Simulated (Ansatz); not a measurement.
We consider antifluorite K₂Se, described by LDA (plane waves, PAW; Ansatz, an electronic-structure program).

Run with plane-wave cutoff 500 eV, 10×10×10 k mesh, gaussian smearing 0.02 eV, scalar-relativistic PAW data made under PBE.

Cell (relaxed at this level):

K₂Se is modelled in the cubic space group Fm-3m (No. 225), the anti-fluorite structure, Pearson symbol cF12. Conventional cell: a = 7.4538 Å, b = 7.4538 Å, c = 7.4538 Å, α = 90.00°, β = 90.00°, γ = 90.00°. K on 8c sees 4 Se at 3.228 Å (tetrahedral). Se on 4a has 8 K at 3.228 Å (cubic). (Neighbours: up to the widest gap in distance over summed covalent radii, below 1.35, at either atom; cation-cation and far metal-metal contacts left out.)
(The calculation used a cell of 3 atoms; values per cell refer to that cell.)

Question: Predict the band gap.

Answer: 
band gap: 2.07 eV (on the SCF k mesh)

Note: the volume lies 8 % below that of the published cell.

Spin–orbit coupling is not included.

Static lattice: no zero-point or thermal effects.
